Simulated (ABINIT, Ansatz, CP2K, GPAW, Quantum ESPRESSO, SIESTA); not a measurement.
**SrMg5 (P-6m2, 6 atoms in the cell) computed with different codes at matched settings**

Self-consistent single point, at a second geometry (lattice scaled by 0.98). First geometry:

```yaml
crystal:
  lattice:
    - [3.52198, 0.00000, 0.00000]
    - [-1.76099, 3.05012, 0.00000]
    - [0.00000, 0.00000, 15.37719]
  atoms:
    - { symbol: Sr, position: [0.66667, 0.33333, 0.00000] }
    - { symbol: Mg, position: [0.00000, 0.00000, 0.80719] }
    - { symbol: Mg, position: [0.00000, 0.00000, 0.19281] }
    - { symbol: Mg, position: [0.66667, 0.33333, 0.65411] }
    - { symbol: Mg, position: [0.66667, 0.33333, 0.34589] }
    - { symbol: Mg, position: [0.00000, 0.00000, 0.50000] }
```

Shared settings, as Ansatz (an electronic-structure program) writes them: kpoints.mp_grid.grid = 7 7 2; scf.occupations.method = gaussian; scf.occupations.width = 0.136 eV. Potentials and cutoffs stand in the table.

```
code                                                                                                                                      model  ΔF from the first geometry (meV/atom)  pressure (GPa)  largest force (eV/Å)       cutoff
----------------  -----------------------------------------------------------------------------------------------------------------------------  -------------------------------------  --------------  --------------------  -----------
ABINIT                                                           PBEsol, norm-conserving pseudopotentials (PseudoDojo nc-sr-04 PBEsol standard)                                    3.3            1.19                 0.217        84 Ry
GPAW                                                                                      PBEsol, GPAW PAW datasets PBEsol (made by gpaw-setup)                                    3.8            1.26                 0.212       850 eV
Ansatz                                                                                                          PBEsol, PAW files made with PBE                                    3.1            1.17                 0.220      default
Quantum ESPRESSO                                                                           PBEsol, SSSP 1.1.2 efficiency (PBE) pseudopotentials                                    2.9            1.16                 0.219        40 Ry
SIESTA            GGA PBEsol, numerical atomic orbitals DZP, PseudoDojo PBEsol standard norm-conserving potentials (rewritten from UPF to PSML)                                   35.5            4.81                 0.283  grid 350 Ry
CP2K                                                                 PBEsol, GPW, TZVP-MOLOPT-SR-GTH basis, GTH-PBE potentials (GTH_POTENTIALS)                                   16.0            2.53                 0.351  grid 500 Ry
```

Size of the force on each atom (eV/Å): Sizes of forces hide their directions.

```csv
code,Sr1,Mg2,Mg3,Mg4,Mg5,Mg6
ABINIT,0.000,0.217,0.217,0.126,0.126,0.000
GPAW,0.000,0.212,0.212,0.132,0.132,0.000
Ansatz,0.000,0.220,0.220,0.129,0.129,0.000
Quantum ESPRESSO,0.000,0.219,0.219,0.129,0.129,0.000
SIESTA,0.000,0.283,0.283,0.114,0.114,0.000
CP2K,0.001,0.351,0.351,0.142,0.142,0.000
```

The spread over the programs that give each value: ΔF from the first geometry within 32.6 meV/atom; pressure within 3.65 GPa; largest force within 0.139 eV/Å.

SIESTA and CP2K use small atom-centred bases, whose incompleteness enters pressures, forces and empty levels differently from a plane-wave cutoff. Ansatz's pressure is given at a fixed set of plane waves, as the other plane-wave codes print theirs. In the pressure, SIESTA (by 3.63) and CP2K (by 1.35) lie more than 1 GPa from the median of the plane-wave programs. In the force vectors, CP2K (by 0.133) lies more than 0.08 eV/Å from the median of the plane-wave programs.

The starting cell comes from a database of computed structures (which also holds hypothetical and non-ambient phases and stackings), without a prior relaxation at this level. For this run, on top of that: lattice scaled by 0.98.

Left out of this page: Elk and FLEUR (not drawn, or without a comparable value).

Keys are those of Ansatz 0.2.
